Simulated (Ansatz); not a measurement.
SiC under load (space group P6_3mc), PBE with spin-orbit coupling, rigid bands in Ansatz (a program for electronic structure). Condition of this run: biaxial stress in the c plane of -10 GPa (compression positive) (the target of the relaxation). Band gap 2.41 eV, N_c = 1.15e19 cm⁻³ and N_v = 2.89e19 cm⁻³ at 300 K, conductivity masses along y (a = (3.13, 0.00, 0.00) Å; b = (-1.57, 2.71, 0.00) Å; c = (0.00, 0.00, 5.03) Å) of 0.446 mₑ (electrons) and 1.56 mₑ (holes). Take k_BT = 0.02585 eV.

Question: What built-in voltage has an abrupt junction with N_A = 1e16 and N_D = 1e17 cm⁻³, all dopants ionised?

Answer: V_bi = E_g/e − (k_BT/e) ln(N_c N_v/(N_A N_D)) = 2.41 − 0.02585 × 12.71 = 2.08 V, for the computed gap.

Question: A film of it is 3 nm thick, with its normal along the direction named. Estimate the confinement energies in an infinite well.

Answer: ħ²π²/(2m t²) = 0.376 eV·nm²/(m/mₑ × t²) gives 93.7 meV for electrons and 26.8 meV for holes, so the gap would widen to about 2.53 eV. Finite barriers and nonparabolic bands lower this, and with several valleys or bands the heaviest mass along the normal sets the lowest level, not this average.

Question: Find the intrinsic carrier density and the intrinsic Fermi level.

Answer: n_i = √(N_c N_v) exp(−E_g/2k_BT) = 1.82e19 × exp(−46.61) = 1.0e-1 cm⁻³. The level lies (k_BT/2) ln(N_v/N_c) = 12 meV from mid-gap (positive towards the conduction band). Each 0.1 eV added to the gap lowers n_i by a factor of 6.9.

Rigid bands with the computed gap; masses take one relaxation time for all states. Geometry: cell and atoms relaxed with PBEsol.
